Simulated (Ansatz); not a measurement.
## AlN in the zinc blende structure (space group F-43m, No. 216)

```
AlN
1.0
    0.00000     2.18488     2.18488
    2.18488     0.00000     2.18488
    2.18488     2.18488     0.00000
Al N
1 1
Direct
  0.00000   0.00000   0.00000
  0.25000   0.25000   0.25000
```

Calculations: plane-wave PAW DFT at the r2SCAN level (Ansatz, a program for electronic structure, 500 eV), no SOC. Γ-centred 13×13×13 mesh, Fermi–Dirac width 0.05 eV.

```yaml
volume_per_atom: 10.43 Å³
density: 3.26 g/cm³
band_gap: 3.94 eV, indirect, Γ → X
electron_mass: 0.51 mₑ along k, 0.33 mₑ across
Lowest conduction-band minima above the VBM: X along ⟨100⟩ 3.94 eV; Γ 4.84 eV
total_energy: -464.219 eV/atom (σ→0; compares only within this code and set-up)
```

Masses are band curvatures over ±0.01 Å⁻¹ around the edge. Along k means along the line from Γ to the band edge. Stability against distortions was not tested. This is not the structure that AlN has at room temperature and ambient pressure.
